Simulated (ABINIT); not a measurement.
## A self-consistent single point of CaZnGe₂O₆ (C2/c, 20 atoms in the cell) with ABINIT

Method: PBEsol, PAW (JTH v2.0 PBE PAW, files made for PBE) (plane waves; ABINIT 10.0.3).

This input was run:

```
# CaZn(GeO3)2, JTH v2.0 PBE PAW
pp_dirpath "./"
pseudos "Ca.GGA_PBE-JTH.xml, Zn.GGA_PBE-JTH.xml, Ge.GGA_PBE-JTH.xml, O.GGA_PBE-JTH.xml"
acell 3*1.0
rprim
         9.7491348715   -8.6090347546   -0.0000000000
         9.7491348715    8.6090347546   -0.0000000000
        -2.7852238714    0.0000000000   10.0389092549
natom 20
ntypat 4
znucl 20 30 32 8
typat 1 1 2 2 3 3 3 3 4 4 4 4 4 4 4 4 4 4 4 4
xred
         0.3031300000    0.6968700000    0.7500000000
         0.6968700000    0.3031300000    0.2500000000
         0.9065900000    0.0934100000    0.7500000000
         0.0934100000    0.9065900000    0.2500000000
         0.8138200000    0.6175800000    0.7744600000
         0.1861800000    0.3824200000    0.2255400000
         0.3824200000    0.1861800000    0.7255400000
         0.6175800000    0.8138200000    0.2744600000
         0.6116000000    0.6713800000    0.5163400000
         0.3884000000    0.3286200000    0.4836600000
         0.3286200000    0.3884000000    0.9836600000
         0.6713800000    0.6116000000    0.0163400000
         0.3756800000    0.8968200000    0.1548200000
         0.6243200000    0.1031800000    0.8451800000
         0.1031800000    0.6243200000    0.3451800000
         0.8968200000    0.3756800000    0.6548200000
         0.9842000000    0.7988600000    0.8657600000
         0.0158000000    0.2011400000    0.1342400000
         0.2011400000    0.0158000000    0.6342400000
         0.7988600000    0.9842000000    0.3657600000
ecut 60 Ry
pawecutdg 120 Ry
pawovlp -1
ixc -116133
occopt 1
nband 88
kptopt 1
ngkpt 2 2 3
nshiftk 1
shiftk 0 0 0
nstep 60
tolvrs 1.0e-11
diemac 9
prtwf 0
prtden 0
prtvol 1
enunit 1
```

Output (repeated stretches shortened):

```
 Symmetries : space group C2/c (# 15); Bravais mC (1-face-center monocl.)

 -outvars: echo values of preprocessed input variables --------
            acell      1.0000000000E+00  1.0000000000E+00  1.0000000000E+00 Bohr
           diemac      9.00000000E+00
             ecut      3.00000000E+01 Hartree
           enunit           1
              ixc     -116133
         kptrlatt        2    0    0      0    2    0      0    0    3
          kptrlen      2.60123901E+01
            natom          20
            nband          88
            ngfft          72      72      54
          ngfftdg          96      96      75
             nkpt           6
            nstep          60
             nsym           4
           ntypat           4
        pawecutdg      6.00000000E+01 Hartree
          pawovlp     -1.0000000000E+00
            rprim      9.7491348715E+00 -8.6090347546E+00 -0.0000000000E+00
                       9.7491348715E+00  8.6090347546E+00 -0.0000000000E+00
                      -2.7852238714E+00  0.0000000000E+00  1.0038909255E+01
          spgroup          15
           tolvrs      1.00000000E-11
            typat      1  1  2  2  3  3  3  3  4  4  4  4  4  4  4  4  4  4  4  4
           useylm           1
             xred      3.0313000000E-01  6.9687000000E-01  7.5000000000E-01
                       6.9687000000E-01  3.0313000000E-01  2.5000000000E-01
                       9.0659000000E-01  9.3410000000E-02  7.5000000000E-01
                       9.3410000000E-02  9.0659000000E-01  2.5000000000E-01
   [... 16 lines left out ...]
            znucl       20.00000   30.00000   32.00000    8.00000

== DATASET  1 ==================================================================

 Real(R)+Recip(G) space primitive vectors, cartesian coordinates (Bohr,Bohr^-1):
 R(1)=  9.7491349 -8.6090348  0.0000000  G(1)=  0.0512866 -0.0580785  0.0142291
 R(2)=  9.7491349  8.6090348  0.0000000  G(2)=  0.0512866  0.0580785  0.0142291
 R(3)= -2.7852239  0.0000000 10.0389093  G(3)=  0.0000000  0.0000000  0.0996124
 Unit cell volume ucvol=  1.6851442E+03 bohr^3
 Angles (23,13,12)=  1.01560053E+02  1.01560053E+02  8.28926314E+01 degrees

 Coarse grid specifications (used for wave-functions):

 getcut: wavevector=  0.0000  0.0000  0.0000  ngfft=  72  72  54
         ecut(hartree)=     30.000   => boxcut(ratio)=   2.10233

 Fine grid specifications (used for densities):

 getcut: wavevector=  0.0000  0.0000  0.0000  ngfft=  96  96  75
         ecut(hartree)=     60.000   => boxcut(ratio)=   2.03711

   3.18365532E+04                                ecore*ucvol(ha*bohr**3)

_setup2: Arith. and geom. avg. npw (full set) are   13214.250   13214.230

--- !BeginCycle
solver: {iscf: 17, nstep: 60, nline: 4, wfoptalg: 10, }
tolerances: {tolvrs: 1.00E-11, }
...

     iter   Etot(hartree)      deltaE(h)  residm     nres2
 ETOT  1  -762.17651635903    -7.622E+02 1.069E+01 1.569E+02
 ETOT  2  -780.00923924682    -1.783E+01 5.220E-01 9.502E+02
 ETOT  3  -779.03711823189     9.721E-01 2.970E-01 4.949E+02
 ETOT  4  -778.87146045359     1.657E-01 6.498E-02 1.998E+02
 ETOT  5  -778.63592563307     2.355E-01 6.101E-02 1.452E+02
 ETOT  6  -778.45344355349     1.825E-01 4.967E-02 1.603E+01
   [... 38 lines left out ...]
 ETOT 45  -778.48810000655    -1.137E-12 1.553E-05 4.817E-10
 ETOT 46  -778.48810000653     1.614E-11 1.460E-05 6.315E-11
 ETOT 47  -778.48810000653     1.364E-12 1.543E-05 5.806E-11
 ETOT 48  -778.48810000653    -9.095E-13 1.453E-05 1.960E-11
 ETOT 49  -778.48810000654    -1.342E-11 1.536E-05 4.353E-12

 At SCF step   49       nres2   =  4.35E-12 < tolvrs=  1.00E-11 =>converged.

 Cartesian components of stress tensor (hartree/bohr^3)
  sigma(1 1)=  1.59767227E-04  sigma(3 2)=  0.00000000E+00
  sigma(2 2)=  1.65496733E-04  sigma(3 1)= -1.84152423E-07
  sigma(3 3)=  1.86882994E-04  sigma(2 1)=  0.00000000E+00

 ----iterations are completed or convergence reached----

 reduced coordinates (array xred) for   20 atoms
       0.303130000000      0.696870000000      0.750000000000
       0.696870000000      0.303130000000      0.250000000000
       0.906590000000      0.093410000000      0.750000000000
   [... 17 lines left out ...]
 cartesian forces (eV/Angstrom) at end:
    1      0.00000000000000     0.10464544855557     0.00000000000000
    2     -0.00000000000000    -0.10464544855557     0.00000000000000
    3     -0.00000000000000     0.03350664050617    -0.00000000000000
   [... 17 lines left out ...]
 frms,max,avg= 7.9729254E-02 1.5933805E-01   0.000E+00  0.000E+00  0.000E+00 e/A
 length scales=  1.000000000000  1.000000000000  1.000000000000 bohr
              =  0.529177208590  0.529177208590  0.529177208590 angstroms
 Fermi (or HOMO) energy (eV) =   4.43339   Average Vxc (eV)= -10.39122
 Eigenvalues (   eV  ) for nkpt=   6  k points:
 kpt#   1, nband= 88, wtk=  0.08333, kpt=  0.0000  0.0000  0.0000 (reduced coord)
 -33.41166  -33.41034  -19.30950  -19.30442  -19.22416  -19.22265  -19.16656  -19.16205
 -19.16154  -19.16067  -19.14082  -19.14035  -19.10537  -19.10163  -18.98077  -18.97924
 -18.97369  -18.97347  -18.94627  -18.94567  -18.93370  -18.93291  -14.82839  -14.79503
 -14.71978  -14.66429  -14.64352  -14.64198  -14.47061  -14.03350  -12.69852  -12.66241
 -12.52978  -12.46656  -12.36371  -12.09992  -11.87979  -11.69614  -11.67588  -11.53121
  -4.01140   -3.97879   -2.47656   -1.63366   -0.66639   -0.60607   -0.54169   -0.26591
  -0.23478   -0.01567    0.00232    0.18900    0.19272    0.29879    0.50676    0.66144
   0.71810    0.79508    0.85517    0.92245    1.01844    1.19425    1.48151    1.59923
   1.82791    2.13386    2.20322    2.27676    2.33122    2.47839    2.50762    2.55580
   2.71963    2.84231    2.87588    3.16236    3.31568    3.39612    3.60128    3.63261
   3.69559    3.85665    3.89340    4.12289    4.13161    4.36047    6.80831    9.02077
 prteigrs : prtvol=0 or 1, do not print more k-points.

--- !EnergyTerms
comment             : Components of total free energy in Hartree
kinetic             :  1.51024932273962E+02
hartree             :  1.91977304107055E+02
xc                  : -5.64746723373230E+01
Ewald energy        : -4.78859795660254E+02
psp_core            :  1.88924803459798E+01
local_psp           : -6.47395625695375E+02
spherical_terms     :  4.23472762798691E+01
total_energy        : -7.78488100686086E+02
total_energy_eV     : -2.11837385382114E+04
...

-Cartesian components of stress tensor (GPa)         [Pressure= -5.0226E+00 GPa]
- sigma(1 1)=  4.70051331E+00  sigma(3 2)=  0.00000000E+00
- sigma(2 2)=  4.86908116E+00  sigma(3 1)= -5.41795044E-03
- sigma(3 3)=  5.49828658E+00  sigma(2 1)=  0.00000000E+00

 Calculation completed.
```

The run converged in 49 iterations.

The starting cell comes from a database of computed structures (which also holds hypothetical and non-ambient phases and stackings), without a prior relaxation at this level. The potentials were made for another functional than the one used. With a pressure of about -5 GPa the cell is away from its equilibrium volume at this level.

These are the values that this program gave, and no reference: the one-centre exchange-correlation terms come from a truncated expansion.

Cost on one core of a shared machine: roughly 40 min.
